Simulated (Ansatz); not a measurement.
The parent structure is SnO2 in the rutile structure (space group P4_2/mnm, No. 136; a = 4.828 Å, c = 3.238 Å).

(Cell as relaxed with PBE.)

Levels (all Ansatz, a program for electronic structure, PAW): PBE (420 eV, without spin-orbit coupling); r2SCAN (500 eV, no spin-orbit coupling).

Each level relaxes its own structure.

| base | PBE | r2SCAN |
|---|---|---|
| volume per atom | 12.58 Å³ | 12.09 Å³ |
| lattice parameter a | 9.123 bohr | 8.995 bohr |

Modification: a hydrostatic pressure of 60 GPa.

```csv
quantity,PBE,r2SCAN
volume per atom,10.19 Å³,[?]
c/a ratio,0.703,[?]
```

Task: What does r2SCAN give?

Result: 
- volume per atom, r2SCAN: 10.02 Å³
- c/a ratio, r2SCAN: 0.699

PBE's volume per atom lies 0.176 Å³ above r2SCAN's (1.8 %); PBE's c/a ratio lies 0.004 above r2SCAN's. Neither level is exact; r2SCAN is the comparison here, not a measurement.

Load acts through the strain it causes; cell and atoms are relaxed under it. Whether these cells are dynamically stable was not tested. No other phases were tried under pressure.
